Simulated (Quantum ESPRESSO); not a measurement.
A working Quantum ESPRESSO input for Ir (Fm-3m, 1 atom in the cell) (DFT, PBE, plane waves, PseudoDojo standard norm-conserving (PBE) pseudopotentials):

```fortran
&control
    calculation = 'scf'
    outdir = './out'
    pseudo_dir = './'
    verbosity = 'high'
    tprnfor = .true.
    tstress = .true.
/
&system
    ibrav = 0
    nat = 1
    ntyp = 1
    ecutwfc = 70
    occupations = 'smearing'
    smearing = 'marzari-vanderbilt'
    degauss = 0.0073499
/
&electrons
    conv_thr = 1e-10
    mixing_beta = 0.7
/
ATOMIC_SPECIES
Ir   192.2170  Ir.upf
ATOMIC_POSITIONS crystal
Ir    0.000000000    0.000000000    0.000000000
K_POINTS automatic
12 12 12  0 0 0
CELL_PARAMETERS bohr
   0.000000000     3.696056746     3.696056746
   3.696056746     0.000000000     3.696056746
   3.696056746     3.696056746     0.000000000
```

The run converged in 7 iterations: free energy E − TS -3133.6504 eV; Fermi level (on the code's own zero) 24.18 eV; pressure -11.20 GPa. Each of these slips is then made, one at a time:

(1)
```diff
-Ir   192.2170  Ir.upf
+Ir   192.2170  Ir.upfx
```

(2)
```diff
-    pseudo_dir = './'
+    pseudo_dir = './pseudo/'
```

How does each altered input end?


(1) A potential or basis that cannot be found. The program stopped before any SCF iteration.
```
Error in routine readpp (1):
file ./Ir.upfx not found
```

(2) A wrong folder for the potentials. The program stopped before any SCF iteration.
```
Error in routine readpp (1):
file ./pseudo/Ir.upf not found
```

The starting cell comes from a database of computed structures (which also holds hypothetical and non-ambient phases and stackings), without a prior relaxation at this level. Its lattice was rescaled by a random factor within 2.5 % of one. Spin polarisation is off. In the base run, with a pressure of about -11 GPa the cell is away from its equilibrium volume at this level.

Left out of this page: 4 runs of the series outside the window shown, repeating another row's setting, or not comparable.
